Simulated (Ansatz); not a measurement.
Results of r²SCAN-D4 (Ansatz, a program for electronic structure, plane waves, PAW) for NiS (R3m, No. 160).

Run with plane-wave cutoff 500 eV, 14×14×14 k mesh, Fermi–Dirac smearing 0.05 eV, no spin polarisation, scalar-relativistic PAW data made under PBE.

Computed at the level's own relaxed cell.

Question: What does this level give for the equilibrium volume per atom, lattice constant a and c axis length?

Answer: 
- equilibrium volume per atom: 13.45 Å³/atom
- lattice constant a: 9.470 Å
- c axis length: 3.118 Å

Note: the run has no spin polarisation, so it can have missed a magnetic state.

Computed values are for the static lattice.

It cost roughly 12 core-minutes of CPU time.
